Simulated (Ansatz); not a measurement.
System: SrTiO3 (within 0.1 Å of Pm-3m, No. 221, 10 atoms in the cell; start COD 2310687). Method: PBE0 (Ansatz, an electronic-structure program, PAW).

Settings: plane-wave cutoff 460 eV, 6×6×6 k mesh, Fermi–Dirac smearing 0.01 eV, no spin polarisation, scalar-relativistic PAW data made under PBE.

Cell (measured lattice):

SrTiO$_{3}$ is taken in the tetragonal space group I4/mcm (No. 140), Pearson symbol tI20. Cell: a = 5.5110 Å, b = 5.5110 Å, c = 7.7960 Å, α = 90.00°, β = 90.00°, γ = 90.00°. Sr on 4b is coordinated by 12 O at 2.729–2.783 Å (cuboctahedral). O1 on 4a is surrounded by 2 Ti at 1.949 Å and 4 Sr at 2.755 Å (octahedral). Ti on 4c has 6 O at 1.949 Å (octahedral). O2 on 8h has 2 Ti at 1.949 Å and 4 Sr at 2.729–2.783 Å (octahedral). (Neighbours: up to the widest gap in distance over summed covalent radii, below 1.35, at either atom; cation-cation and far metal-metal contacts left out.)
(The calculation used a cell of 10 atoms; values per cell refer to that cell.)

Question: Predict the band gap.

Answer: 
band gap: 4.11 eV (on the SCF k mesh)

Note: the file's cell can be that of a phase stable at another temperature; cell and atoms aren't relaxed at this level (pressure -0.5 GPa).

Spin–orbit coupling is not included.

Static lattice: no zero-point or thermal effects.
